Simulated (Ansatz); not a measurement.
Density of states of Ge$_{3}$N$_{4}$ (P6_3/m) above the conduction band minimum, PBEsol, rigid bands in Ansatz (an electronic-structure program); cell volume 173.4 Å³.

(energy from edge (eV), 10⁻³ states/eV/cell): (0.006, 9.81); (0.031, 26.0); (0.056, 36.5); (0.081, 44.4); (0.106, 52.1); (0.131, 59.4); (0.156, 67.3); (0.181, 73.6); (0.206, 80.6); (0.231, 88.6); (0.256, 95.2); (0.281, 102); (0.319, 113); (0.344, 120); (0.369, 129); (0.394, 135); (0.419, 145); (0.444, 153); (0.469, 161); (0.494, 168); (0.519, 178); (0.544, 187); (0.569, 196); (0.594, 206)

### Question
What effective density of states at 300 K does this give (∫ g(E) exp(−E/k_BT) dE, both spins, divided by the cell's size)?

### Answer
3.1e18 cm⁻³, a density-of-states mass of 0.25 mₑ, valleys and band degeneracy included.

Spin-orbit coupling is left out. Geometry: cell and atoms relaxed with PBEsol.

Computed structure, not matched to a measured one here, so possibly hypothetical: Ge3N4 (P6_3/m).
